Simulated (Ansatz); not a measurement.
CsCl-type CoAl, treated with PBE-D4 in Ansatz (PAW).

Run with plane-wave cutoff 520 eV, 20×20×20 k mesh, Fermi–Dirac smearing 0.05 eV, no spin polarisation, scalar-relativistic PAW data made under PBE.

Energies at three volumes about the minimum:

| V (Å³/atom) | E − E_lowest (meV/atom) |
|---|---|
| 11.016 | 2.82 |
| 11.241 | 0.00 |
| 11.466 | 2.62 |

**Question.** Fit a parabola by hand: where is the minimum, what lattice constant follows, and what is the bulk modulus?

**Answer.** Slopes: (0.00 − 2.82)/(11.241 − 11.016) = -12.533 and (2.62 − 0.00)/(11.466 − 11.241) = 11.644 meV/Å³. Curvature E″ = 2 × (11.644 − (-12.533))/(11.466 − 11.016) = 107.453 meV/Å⁶. From the middle of the first interval, the slope vanishes at V0 = 11.1285 − (-12.533)/107.453 = 11.245 Å³/atom. B = V0 E″ = 11.245 × 107.453 meV/Å³ × 0.1602 GPa per meV/Å³ = 194 GPa. With 2 atoms in the cube, a = (2 × 11.245)^(1/3) = 2.823 Å. The full Birch–Murnaghan fit to all volumes gives V0 = 11.241 Å³/atom and B0 = 194 GPa.

Measured, for comparison: bulk modulus 162 GPa, lattice constant a 2.861 Å (room temperature, no zero-point or thermal correction; as tabulated in Yamada et al. (2019), arXiv:1910.09660). Computed (rounded) less measured: bulk modulus +20 %.

Ansatz is an electronic-structure program.
